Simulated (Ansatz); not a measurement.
Start from LuAlO₃ (space group P6_3/mmc, No. 194; a cell from a computed database, its experimental status unchecked).

```yaml
crystal:
  lattice:
    - [3.36606, 0.00000, 0.00000]
    - [-1.68303, 2.91510, 0.00000]
    - [0.00000, 0.00000, 11.47328]
  atoms:
    - { symbol: Lu, position: [0.00000, 0.00000, 0.50000] }
    - { symbol: Lu, position: [0.00000, 0.00000, 0.00000] }
    - { symbol: Al, position: [0.66667, 0.33333, 0.75000] }
    - { symbol: Al, position: [0.33333, 0.66667, 0.25000] }
    - { symbol: O, position: [0.66667, 0.33333, 0.59071] }
    - { symbol: O, position: [0.33333, 0.66667, 0.40929] }
    - { symbol: O, position: [0.33333, 0.66667, 0.09071] }
    - { symbol: O, position: [0.66667, 0.33333, 0.90929] }
    - { symbol: O, position: [0.00000, 0.00000, 0.75000] }
    - { symbol: O, position: [0.00000, 0.00000, 0.25000] }
```

Calculations: PBEsol (Ansatz, a first-principles code), no SOC.

One change was made to it. Results:

The electron mass goes from 0.43 mₑ along c, 0.33 mₑ across (at Γ) to 0.44 mₑ along c, 0.34 mₑ across (at Γ); the valley order (the lowest conduction-band minima on the path, energy above the VBM, named in the base's zone) changes from Γ 3.41 eV; M (1/2, 0, 0) 4.70 eV to Γ 3.42 eV; M (1/2, 0, 0) 4.70 eV; the volume per atom is nearly the same (11.26 Å³ against 11.24 Å³).

Problem. Which of these changes matches the shifts?
A) pressure −2 GPa
B) pressure 3 GPa
C) pressure 7.5 GPa
D) pressure 0.3 GPa
E) pressure 5 GPa

Solution. D, pressure 0.3 GPa. For comparison, the valley order in the other runs: pressure 3 GPa gives Γ 3.50 eV; M (1/2, 0, 0) 4.71 eV; pressure 7.5 GPa gives Γ 3.61 eV; M (1/2, 0, 0) 4.71 eV; pressure 5 GPa gives Γ 3.55 eV; M (1/2, 0, 0) 4.71 eV; pressure −2 GPa gives Γ 3.36 eV; M (1/2, 0, 0) 4.70 eV.

The levels and masses belong to the bands next to the band gap. Load acts through the strain it causes; cell and atoms are relaxed under it. Masses are band curvatures over ±0.01 Å⁻¹ around the edge. Whether these cells are dynamically stable was not tested. No other phases were tried under pressure.
